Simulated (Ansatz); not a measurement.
System: O vacancy in beta Ga2O3 strained by -1.5 % along x and y, z held (charge state +2). Level of theory: PBE, PAW (plane waves to 420 eV; Ansatz, a first-principles code).

Cell of 120 host sites held at the strained lattice (strain from the relaxed PBE one, atoms relaxed); the Γ point alone; Fermi-Dirac width 0.01 eV, spin-restricted; finite-size errors left in. Energies are static. The charge state is imposed; whether it is stable for some Fermi level was not computed. Forms of the defect that were not tried may lie lower. The start lies 0.057 eV above the lowest site run (PBE).

Barriers: single points on a 2×2×2 k-point mesh shifted by half a step at the bands' geometries (they differ from the bands' own by up to 0.05 eV, and are uncertain by about as much).

The step: one O atom jumps into the vacancy from a nearby O site (strongly reconstructed ends); the atom moves 2.70 Å along (0.16, -0.48, -0.14) of the unit cell; at the start one Ga stands off the lattice site; the moving atom starts with neighbours Ga at 1.86, Ga at 1.87, Ga at 1.90 Å and ends with Ga at 1.86, Ga at 1.90, Ga at 1.95 Å.

**Question.** What migration barrier of this step does PBE, PAW give?

**Answer.** 1.74 eV forward and 0.95 eV backward. At the saddle the moving atom has neighbours Ga at 1.84, Ga at 1.89 Å. The saddle point's order was not checked.
